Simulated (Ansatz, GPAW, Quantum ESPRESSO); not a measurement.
One structure in several programs: BaCu (P6_3/mmc, 8 atoms in the cell)

Self-consistent single point, at a second geometry (lattice scaled by 0.98). First geometry:

```
BaCu
1.0
    4.42690     0.00000     0.00000
   -2.21345     3.83381     0.00000
    0.00000     0.00000    16.83050
Ba Cu
4 4
Direct
  0.33333   0.66667   0.37623
  0.66667   0.33333   0.62377
  0.66667   0.33333   0.87623
  0.33333   0.66667   0.12377
  0.66667   0.33333   0.25000
  0.33333   0.66667   0.75000
  0.00000   0.00000   0.75000
  0.00000   0.00000   0.25000
```

Shared settings, as Ansatz (a quantum-chemistry and plane-wave program) writes them: kpoints.mp_grid.grid = 4 4 1; scf.occupations.method = gaussian; scf.occupations.width = 0.2 eV. Potentials and cutoffs stand in the table.

| code | model | ΔF from the first geometry (meV/atom) | pressure (GPa) | largest force (eV/Å) | cutoff |
|---|---|---|---|---|---|
| Ansatz | PBEsol, PAW files made with PBE | -13.7 | -0.25 | 0.133 | default |
| GPAW | PBEsol, GPAW PAW datasets PBEsol (made by gpaw-setup) | -7.9 | 0.08 | 0.034 | 800 eV |
| Quantum ESPRESSO | PBEsol, PseudoDojo standard norm-conserving (PBESOL) pseudopotentials | -14.8 | -0.32 | 0.150 | 95 Ry |

On Ansatz's run: spin polarisation is off.

The spread over the programs that give each value: ΔF from the first geometry within 6.9 meV/atom; pressure within 0.40 GPa; largest force within 0.116 eV/Å.

Ansatz's pressure is given at a fixed set of plane waves, as the other plane-wave codes print theirs. In the force vectors, GPAW (by 0.099) lies more than 0.08 eV/Å from the median of the plane-wave programs.

The shared mesh is coarse (it stands for a supercell whose shortest vector is 16 Å), so the values are not converged in it.

The starting cell comes from a database of computed structures (which also holds hypothetical and non-ambient phases and stackings), without a prior relaxation at this level. Its lattice was rescaled by a random factor within 2.5 % of one. For this run, on top of that: lattice scaled by 0.98.

Left out of this page: CP2K (unsound by tests on forces, stress, charge or solver warnings); Elk (not drawn, or without a comparable value).

Keys are those of Ansatz 0.2.
